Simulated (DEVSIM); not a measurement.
Structure: Mo/SiO2/p-Si capacitor, at 250 K.

| layer (left to right) | material | thickness (nm) | Na (cm⁻³) |
|---|---|---|---|
| 1 | SiO2 | 26.0 | - |
| 2 | Si | 430 | 1.8e18 |

Metal gate on the left, work function 4.6 eV. Fixed charge at the semiconductor interface -2.3e10 cm⁻² (in units of +e); no interface traps.

The device is made up for the run: typed textbook-type constants, with dimensions and the other settings drawn at random. Values at 300 K; Nc and Nv go as T^1.5, mobilities as T to minus their exponent, the gap by Varshni's rule with the affinity fixed.

| parameter | SiO2 | Si |
|---|---|---|
| gap (eV) | 9 | 1.124 |
| affinity (eV) | 0.9 | 4.05 |
| permittivity | 3.9 | 11.7 |
| Nc (cm⁻³) | - | 2.86e19 |
| Nv (cm⁻³) | - | 3.1e19 |
| Varshni α (eV/K) | - | 0.000473 |
| Varshni β (K) | - | 636 |

Simulated with DEVSIM: 1D Poisson equation in equilibrium, Boltzmann statistics, complete ionisation; no quantum confinement or tunnelling. Metal contacts follow the ideal Schottky-Mott rule: no Fermi-level pinning, no interface dipoles.

The substrate doping was swept, all else fixed.

| substrate doping (cm^-3) | flat-band voltage (V) | minimum of the low-frequency capacitance (μF/cm²) |
|---|---|---|
| 9e16 | -0.44 | 0.0568 |
| 1.8e17 | -0.45 | 0.0677 |
| 3.6e17 | -0.47 | [?] |
| 9e17 | -0.49 | 0.0927 |
| 1.8e18 | -0.50 | 0.100 |
| 3.6e18 | -0.52 | 0.108 |

Task: Complete the blanks.

Result: 
- 3.6e17, minimum of the low-frequency capacitance (μF/cm²): 0.0802
